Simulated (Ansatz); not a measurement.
Start from MgF2 in the rutile structure (space group P4_2/mnm, No. 136; a = 4.6260 Å, c = 3.0492 Å).

All numbers come from Ansatz (an electronic-structure program), r2SCAN, PAW, cutoff 500 eV, no SOC, earlier PAW set.

Before the change:

| Property | Value |
|---|---|
| Density | 3.17 g/cm³ |
| Band gap | 8.06 eV |
| Width of the top valence band | 0.86 eV |

Perturbation: a hydrostatic pressure of 3 GPa.

Question: What does the calculation give for the density, band gap and width of the top valence band after the change?

Answer: The density grows by 0.09 g/cm³ to 3.26 g/cm³; the band gap increases by 0.19 eV, from 8.06 eV to 8.25 eV; the width of the top valence band goes up by 0.03 eV to 0.89 eV.

Load acts through the strain it causes; cell and atoms are relaxed under it. Whether these cells are dynamically stable was not tested.
